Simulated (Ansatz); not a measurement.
Cubic perovskite BaHfO₃ was calculated with PBE0+SOC in Ansatz (PAW).

Settings: plane-wave cutoff 460 eV, 6×6×6 k mesh, Fermi–Dirac smearing 0.01 eV, PAW data made under PBE.

The cell has the measured lattice: a = b = c = 4.171 Å, α = β = γ = 90.00°.

Problem. Give the computed band gap and smallest direct gap on the k points sampled.

Solution. 
- band gap: 5.87 eV (on the SCF k mesh) (indirect)
- smallest direct gap on the k points sampled: 5.93 eV

Note: cell and atoms aren't relaxed at this level (pressure 0.3 GPa).

Computed values are for the static lattice.

The result took very roughly 11 core-minutes.

Ansatz is a quantum-chemistry and plane-wave program.
